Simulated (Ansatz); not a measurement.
## Short convergence ladders for a (110) slab of NiAl (cut from a parent of space group no. 221; 10 atoms in the cell)

```yaml
crystal:
  lattice:
    - [2.88133, 0.00000, 0.00000]
    - [0.00000, 4.07482, 0.00000]
    - [0.00000, 0.00000, 22.14971]
  atoms:
    - { symbol: Al, position: [0.50000, 0.25000, 0.31603] }
    - { symbol: Ni, position: [0.00000, 0.75000, 0.31603] }
    - { symbol: Al, position: [0.50000, 0.75000, 0.40801] }
    - { symbol: Ni, position: [0.00000, 0.25000, 0.40801] }
    - { symbol: Al, position: [0.50000, 0.25000, 0.50000] }
    - { symbol: Ni, position: [0.00000, 0.75000, 0.50000] }
    - { symbol: Al, position: [0.50000, 0.75000, 0.59199] }
    - { symbol: Ni, position: [0.00000, 0.25000, 0.59199] }
    - { symbol: Al, position: [0.50000, 0.25000, 0.68397] }
    - { symbol: Ni, position: [0.00000, 0.75000, 0.68397] }
```

Base method: LDA (PW92), default PAW files made with PBE (plane waves; Ansatz, a program for electronic structure).

Base settings: basis.ecutwfc = 420 eV; kpoints.mp_grid.grid = 8 7 1; hamiltonian.xc = lda; hamiltonian.pseudopotentials = {kind: paw} (the program's default PAW files); scf.occupations.method = fermi_dirac; scf.occupations.width = 0.1 eV.

The count of work is k-points × plane waves × bands × iterations; it is no time. Core times come from one kind of shared machine, to one figure; runs under 30 s give none.

**The vacuum**

The mesh stays at the base's, so the ladder's end is converged at best in this setting alone.

Only quantities that move along the ladder and can be compared are tabulated.

```tsv
vacuum between outermost atoms (Å)	free energy less the last step's (meV/atom)	largest difference of a force vector from the last step's (eV/Å)	count of work / last
3.0	-97.74	0.838	0.26
4.0	-27.64	0.290	0.29
5.0	-6.84	0.056	0.34
6.0	-1.66	0.013	0.37
7.0	-0.37	0.003	0.40
8.0	-0.07	0.001	0.42
10.0	0.00	0.000	0.48
12.0	0.00	0.000	0.53
14.0	0.00	0.000	0.58
17.0	0.01	0.000	0.59
20.0	0.01	0.000	0.66
25.0	-0.01	0.000	0.87
30.0	0.00	0.000	1.0
```

Smallest vacuum between outermost atoms (Å) that holds the free energy within 0.5 meV/atom of the last step, with all finer ones: 7.0, at 0.40 of the last step's count of work; the step before is off by 1.7 meV/atom.

Smallest vacuum between outermost atoms (Å) that holds the forces within 0.01 eV/Å of the last step, with all finer ones: 7.0, at 0.40 of the last step's count of work; the step before is off by 0.013 eV/Å.

**The plane-wave cutoff**

The mesh stays at the base's, so the ladder's end is converged at best in this setting alone.

Only quantities that move along the ladder and can be compared are tabulated.

```tsv
basis.ecutwfc	free energy less the last step's (meV/atom)	largest difference of a force vector from the last step's (eV/Å)	count of work / last
210 eV	5385.02	0.358	0.15
250 eV	1278.41	0.066	0.18
295 eV	225.51	0.064	0.22
355 eV	13.67	0.008	0.28
420 eV	2.00	0.001	0.35
505 eV	1.16	0.000	0.47
630 eV	0.45	0.000	0.59
840 eV	0.00	0.000	1.0
```

Coarsest basis.ecutwfc that holds the free energy within 5 meV/atom of the last step, with all finer ones: 420 eV, at 0.35 of the last step's count of work; the step before is off by 14 meV/atom.

Coarsest basis.ecutwfc that holds the forces within 0.02 eV/Å of the last step, with all finer ones: 355 eV, at 0.28 of the last step's count of work; the step before is off by 0.064 eV/Å.

**The depth of the slab**

On the (110) slab of NiAl (cut from a parent of space group no. 221; 2 atoms in the cell), and deeper slabs.

Surface energy = (E_slab − N e_bulk)/2A, with e_bulk from the bulk crystal on its finest mesh (364 k-points); errors per atom of slab and bulk, whose meshes differ, grow with N. The bulk cell stands at -8.5 GPa at this level, so the slab is strained in the plane.

The mesh stays at the base's, so the ladder's end is converged at best in this setting alone.

Only quantities that move along the ladder and can be compared are tabulated.

| atoms | unrelaxed surface energy (J/m²) | count of work / last | core time / last (rough) |
|---|---|---|---|
| 2 | 2.010 | 0.026 | – |
| 4 | 2.023 | 0.052 | – |
| 6 | 2.032 | 0.096 | – |
| 8 | 2.027 | 0.14 | – |
| 10 | 2.038 | 0.22 | – |
| 14 | 2.037 | 0.36 | 0.3 |
| 16 | 2.039 | 0.44 | 0.4 |
| 18 | 2.041 | 0.54 | 0.5 |
| 22 | 2.043 | 0.74 | 0.6 |
| 28 | 2.044 | 1.0 | 1 |

Smallest size that holds the unrelaxed surface energy within 0.01 J/m² of the last step, with all finer ones: 10, at 0.22 of the last step's count of work; the step before is off by 0.016 J/m².

On the base run: the starting cell has typed, rounded lattice constants, without a prior relaxation at this level. The slab is cut from that crystal, and its faces are unrelaxed. Its lattice was rescaled by up to half a per cent. Spin polarisation is off.

Keys are those of Ansatz 0.2.
